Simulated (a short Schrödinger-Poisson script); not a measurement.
Structure: MOS inversion layer, SiO2 on p-type Ge(100), at 400 K.

```csv
layer,material,thickness (nm),Na (cm⁻³)
1,SiO2,1.2,-
2,Ge,1000,1.6e17
```

The device is made up for the run: typed textbook-type constants, with dimensions and the other settings drawn at random. SiO2: permittivity 3.9, conduction-band edge (eV) 3.1, gap (eV) 9, electron mass (mₑ) 0.5. Ge: permittivity 16, conduction-band edge (eV) 0, gap (eV) 0.664, Nv at 300 K (cm⁻³) 6e18.

Channel valleys (confinement mass, in-plane density-of-states mass, number): L4 0.12, 0.295, 4. At the gate the conduction-band edge of layer 1 lies 3.14 eV − eVg above the Fermi level of the channel; the field vanishes at the back. Gaps are held at their typed values at every temperature. Mesh 0.03 nm at interfaces.

Solved with a short Schrödinger-Poisson script written for these runs: 1D Poisson equation in equilibrium, electrons quantum, Hartree (BenDaniel-Duke, 12 states a valley, the channel's in-plane mass for all, wave functions free to enter the dielectric), parabolic valleys, classical holes, full ionisation, no traps, pinning or gate leakage.

The same stack at other levels of the model or other numerical settings:

```
run                                          sheet density of all electrons at Vg = 0.8 V (cm⁻²)  sheet density of all electrons at Vg = 0.2 V (cm⁻²)  capacitance at Vg = 0.8 V (μF/cm²)  centroid of the channel electrons at Vg = 0.8 V (nm)  rough cost against the base
-------------------------------------------  ---------------------------------------------------  ---------------------------------------------------  ----------------------------------  ----------------------------------------------------  ---------------------------
base                                                                                     8.35e12                                              1.32e12                                2.11                                                  2.67                      about 1
electrons treated as classical, Boltzmann                                                1.08e13                                              1.89e12                                2.60                                                  1.06                         0.04
electrons treated as classical, Fermi-Dirac                                                    ?                                              1.84e12                                   ?                                                  1.43                          0.2
mesh six times as coarse                                                                 8.30e12                                              1.31e12                                2.10                                                  2.71                          0.2
one subband a valley                                                                     8.31e12                                              1.26e12                                2.11                                                     ?                          0.6
```

### Question
Complete the blanks.

### Answer

- electrons treated as classical, Fermi-Dirac, capacitance at Vg = 0.8 V (μF/cm²): 2.34
- electrons treated as classical, Fermi-Dirac, sheet density of all electrons at Vg = 0.8 V (cm⁻²): 1.00e13
- one subband a valley, centroid of the channel electrons at Vg = 0.8 V (nm): 2.42

The classical rows ignore confinement, and Boltzmann statistics overrate the density once the band edge passes the Fermi level.

Only the L valleys are kept; under strong confinement the Δ valleys of Ge fill too.
